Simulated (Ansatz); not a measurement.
For Re (P6_3/mmc), PBEsol, DFPT electron-phonon coupling, linearised Boltzmann equation (Ansatz, a program for electronic structure) gives a transport coupling λ_tr = 0.617 and a Drude plasma energy ħω_p = 7.14 eV along y (a = (2.75, 0.00, 0.00) Å; b = (-1.37, 2.38, 0.00) Å; c = (0.00, 0.00, 4.45) Å).

Q: Estimate the resistivity at 300 K from the high-temperature formula ρ = 2π λ_tr k_B T / (ħ ε₀ ω_p²), and say how the full Boltzmann solution compares.

A: The scattering rate is 1/τ = 2π λ_tr k_B T/ħ = 1.52e14 s⁻¹ and ω_p = 1.08e16 s⁻¹, so ρ ≈ 14.6 μΩ·cm. The Boltzmann solution gives 14.0 μΩ·cm, 0.96 times the estimate.

A metal at this level (no band gap). Only scattering by harmonic phonons is included (no impurities, grain boundaries, electron-electron scattering or thermal expansion). Spin-orbit coupling is left out, which matters with elements this heavy. The self-energy correction of the phonons between q points moved λ by 5 %. Halving the electron mesh (36x36x20) moves the resistivity by up to 4 % at 300 K, the coupling by up to 2 %. Smearing 0.20 eV; phonons on a 6x6x3 q mesh, which this run doesn't test.
